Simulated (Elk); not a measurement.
A self-consistent single point of Ga (Cmce, 4 atoms in the cell) with Elk.

Method: PBEsol, all-electron FP-LAPW, Elk's shipped species files, APW+lo basis with extra local orbitals (Elk).

```
Ga
1.0
    2.23154    -3.82558     0.00000
    2.23154     3.82558     0.00000
    0.00000     0.00000     4.58739
Ga
4
Direct
  0.65570   0.34430   0.41540
  0.34430   0.65570   0.58460
  0.84430   0.15570   0.91540
  0.15570   0.84430   0.08460
```

Reference input (self-consistent single point, DFT, PBE, all-electron FP-LAPW, Elk's shipped species files, APW+lo basis with extra local orbitals): xctype = 20; rgkmax = 8; swidth = 0.00499791 Ha; ngridk = 6 6 5; tforce = true; gmaxvr = 18 1/bohr; lmaxapw = 10; lmaxo = 8; nxlo = 2; lorbcnd = true; lradstp = 2; nrmtscf = 2. This run's input differs from it in these lines:

```diff
@@ -4,3 +4,3 @@
 xctype
-  20
+  22
```

Log, with long lists cut:

```
│ Self-consistent loop started │
│ Loop number : 1 │
 total energy                :     -7772.37048543
│ Loop number : 2 │
 total energy                :     -7772.51741918
RMS change in Kohn-Sham potential (target) :   0.9579326595E-01 (  0.1000000000E-05)
Absolute change in total energy (target)   :   0.1469337509     (  0.1000000000E-03)
│ Loop number : 3 │
 total energy                :     -7772.45539209
RMS change in Kohn-Sham potential (target) :   0.9460941840E-01 (  0.1000000000E-05)
Absolute change in total energy (target)   :   0.2529365680E-01 (  0.1000000000E-03)
│ Loop number : 4 │
   [... lines left out ...]
Absolute change in total energy (target)   :   0.5882769019E-03 (  0.1000000000E-03)
│ Loop number : 13 │
 total energy                :     -7770.68703750
RMS change in Kohn-Sham potential (target) :   0.4242199222E-07 (  0.1000000000E-05)
Absolute change in total energy (target)   :   0.1625828427E-03 (  0.1000000000E-03)
│ Loop number : 14 │
 total energy                :     -7770.68703803
RMS change in Kohn-Sham potential (target) :   0.1342014223E-07 (  0.1000000000E-05)
Absolute change in total energy (target)   :   0.4012130375E-04 (  0.1000000000E-03)
Convergence targets achieved

│ Loop number : 15 │

Energies :
 Fermi                       :     0.207947747528
 total energy                :     -7770.68703699

Density of states at Fermi energy :    23.37429701
 (states/Hartree/unit cell)

Estimated indirect band gap :   0.3744581594E-02
 from k-point      8 to k-point     38
Estimated direct band gap   :   0.9133309841E-02
 at k-point     38

Charges :
 core                        :    72.00000000
 valence                     :    52.00000000
 interstitial                :    5.778002445
 muffin-tins (core leakage)
  species :    1 (Ga)
   atom    1                 :    29.55549939     (  0.1026763622E-02)
   atom    2                 :    29.55549939     (  0.1026763622E-02)
   atom    3                 :    29.55549939     (  0.1026763622E-02)
   [... lines left out ...]
   total force               :     0.00000000    0.00069064    0.00008718
   total magnitude           :     0.00069612
  atom :    4
   Hellmann-Feynman          :     0.00000000    0.15325919   -0.02852300
   IBS                       :    -0.00000000   -0.15394983    0.02843583
   total force               :     0.00000000   -0.00069064   -0.00008718
   total magnitude           :     0.00069612
```

The run converged in 15 iterations. The count includes the last loop, which Elk runs after its targets are met. 

The starting cell comes from a database of computed structures (which also holds hypothetical and non-ambient phases and stackings), without a prior relaxation at this level. Its lattice was rescaled by a random factor within 2.5 % of one. Values depend on the basis (sphere radii, cutoffs, local orbitals), which need not be converged. The log's line on a gap gives a spacing of levels on this mesh, which the program prints for metals too.

Cost on one core of a shared machine: roughly 3 min.
